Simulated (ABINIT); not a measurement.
Band structure of AlN (F-43m, 2 atoms in the cell).

```xyz
2
Lattice="0.0000 2.1900 2.1900 2.1900 0.0000 2.1900 2.1900 2.1900 0.0000" Properties=species:S:1:pos:R:3 pbc="T T T"
Al     0.0000     0.0000     0.0000
N      1.0950     1.0950     1.0950
```

Computed with PBE, PAW (JTH v2.0 PBE PAW) (plane waves; ABINIT).

Settings: pseudos = [Al.GGA_PBE-JTH.xml, N.GGA_PBE-JTH.xml]; ecut = 707 eV; pawecutdg = 1415 eV; pawxcdev = 0; occopt = 3; tsmear = 0.01 eV; ngkpt = 10 10 10; nshiftk = 1; shiftk = 0 0 0; potentials = JTH v2.0 PBE PAW; kptopt = 1; nstep = 50; tolvrs1 = 1e-12.

The starting cell has typed, rounded lattice constants, without a prior relaxation at this level.

Task: Predict the gap along the standard path and the places of the band edges.

Result: The gap along the path is 3.30 eV, from Γ to X; the smallest direct gap on it is 4.10 eV.

Levels in eV from the top of the valence band on the SCF mesh, bands 1 to 8:
```
point       1      2      3      4     5      6      7      8
-----  ------  -----  -----  -----  ----  -----  -----  -----
Γ      -14.95   0.00   0.00   0.00  4.10  12.45  12.45  12.45
X      -12.29  -4.89  -1.77  -1.77  3.30   8.55  13.83  15.61
W      -12.24  -3.78  -3.42  -2.69  6.02  11.37  11.88  12.03
K      -12.31  -4.24  -3.62  -1.37  5.13  10.03  12.95  14.07
L      -12.92  -5.83  -0.48  -0.48  7.28   9.80  11.07  11.07
U      -12.31  -4.24  -3.62  -1.37  5.13  10.03  12.95  14.07
```
